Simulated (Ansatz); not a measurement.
## A constructed model of the (110) surface of bcc Nb, a layer of Zn in place of the second plane (bottom of the slab: a bare face, its two planes held)

Calculation: PBE (plane waves to 420 eV, PAW; Ansatz, an electronic-structure program).

Slab: 6 atoms, 11.2 Å thick at the start; k 14x14x1, smearing 0.1 eV, dipole-corrected; 2 atoms held, the rest relaxed; symmetry of the start imposed; no spin, no spin-orbit, no U. It is one candidate, not shown to be the stable structure of the face.

```
Property                                                        Result
-----------------------------  ---------------------------------------
work function of the top face                                  4.88 eV
energy released by relaxation                                 0.086 eV
cost                           about 2.6 core-minutes (a rough figure)
```
